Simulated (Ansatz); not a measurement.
Base system: CdSe in the wurtzite structure (space group P6_3mc, No. 186; a = 4.3019 Å, c = 7.0211 Å). Axes: x lies along a and z along c of the hexagonal cell.

Level of theory: plane-wave PAW DFT at the PBEsol level (Ansatz, an electronic-structure program, 420 eV), scalar-relativistic without spin-orbit coupling.

For the base:

- Valence-band top at Γ: 0.00, 0.00, -0.05 eV
- Band gap: 0.54 eV
- Shortest interatomic distance: 4.975 bohr

Now apply this change: tensor shear ε_xy = −2.92 % (engineering shear γ = -0.0584), atoms relaxed at fixed cell.

Problem. Estimate the effect on the valence-band top at Γ, band gap, shortest interatomic distance and stress.

Solution. The valence-band top at Γ (three highest levels, from the VBM) becomes 0.00, -0.15, -0.21 eV (base: 0.00, 0.00, -0.05 eV); the band gap falls by 0.114 eV to 0.42 eV; the shortest interatomic distance shrinks by 0.012 bohr (4.975 bohr → 4.963 bohr); the stress (xx, yy, zz, yz, xz, xy; compression positive) comes out as (-0.10, 0.03, -0.07, 0.00, 0.00, 0.83) GPa.

The cells carry an imposed strain or load. Stability against distortions was not tested.
